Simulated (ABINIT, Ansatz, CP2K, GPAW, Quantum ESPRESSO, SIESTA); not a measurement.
## One structure in several programs: SnSe2 (P-3m1, 3 atoms in the cell)

Self-consistent single point.

```yaml
crystal:
  lattice:
    - [3.82576, 0.00000, 0.00000]
    - [-1.91288, 3.31321, 0.00000]
    - [0.00000, 0.00000, 6.45864]
  atoms:
    - { symbol: Sn, position: [0.00000, 0.00000, 0.00000] }
    - { symbol: Se, position: [0.66667, 0.33333, 0.75710] }
    - { symbol: Se, position: [0.33333, 0.66667, 0.24290] }
```

Shared settings, as Ansatz (a program for electronic structure) writes them: kpoints.mp_grid.grid = 7 7 4; scf.occupations.method = fixed. Potentials and cutoffs stand in the table.

```csv
code,model,pressure (GPa),largest force (eV/Å),gap on the mesh (eV),cutoff
GPAW,"PBEsol, GPAW PAW datasets PBEsol (made by gpaw-setup)",-0.24,0.130,0.773,550 eV
SIESTA,"GGA PBEsol, numerical atomic orbitals DZP, PseudoDojo PBEsol standard norm-conserving potentials (rewritten from UPF to PSML)",2.19,0.831,0.829,grid 350 Ry
ABINIT,"PBEsol, PAW (JTH v2.0 PBE PAW, files made for PBE)",-0.08,0.158,0.756,40 Ry
Quantum ESPRESSO,"PBEsol, SSSP 1.1.2 efficiency (PBE) pseudopotentials",0.16,0.186,0.752,40 Ry
CP2K,"PBEsol, GPW, DZVP-MOLOPT-SR-GTH basis, GTH-PBE potentials (GTH_POTENTIALS)",2.81,0.574,0.772,grid 400 Ry
Ansatz,"PBEsol, default PAW files made with PBE",-0.04,0.152,0.764,30.9 Ry
```

Gaps are read on the mesh.

The spread over the programs that give each value: pressure within 3.05 GPa; largest force within 0.701 eV/Å; gap on the mesh within 0.077 eV.

SIESTA and CP2K use small atom-centred bases, whose incompleteness enters pressures, forces and empty levels differently from a plane-wave cutoff. Ansatz's pressure is given at a fixed set of plane waves, as the other plane-wave codes print theirs; with its correction for the finite basis it is 0.00 GPa. In the pressure, SIESTA (by 2.24) and CP2K (by 2.86) lie more than 1 GPa from the median of the plane-wave programs. In the force vectors, SIESTA (by 0.676) and CP2K (by 0.419) lie more than 0.08 eV/Å from the median of the plane-wave programs.

The starting cell comes from a database of computed structures (which also holds hypothetical and non-ambient phases and stackings), without a prior relaxation at this level. Its lattice was rescaled by a random factor within 2.5 % of one.

Keys are those of Ansatz 0.2.
